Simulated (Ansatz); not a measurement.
Start from ScBi in the rock salt structure (space group Fm-3m, No. 225; a = 5.9399 Å; a cell from a computed database, its experimental status unchecked; relaxed with 0.1 eV smearing).

Computed with DFT with PBEsol, PAW potentials and a 420 eV plane-wave cutoff in Ansatz (an electronic-structure program), no spin-orbit coupling.

Base values:

The pressure is 0.0 GPa and the band gap is zero.

Perturbation: an isotropic linear strain of +2.22 %; the atoms relax in the strained cell.

Question: What happens to the pressure?

Answer: The pressure goes from zero to -3.7 GPa.

Question: Predict the new energy relative to the base.

Answer: The energy increases by 22 meV/atom.

Question: How does this affect the band gap?

Answer: The band gap remains zero.

No phonon test of stability was made. All final runs are without spin polarisation.
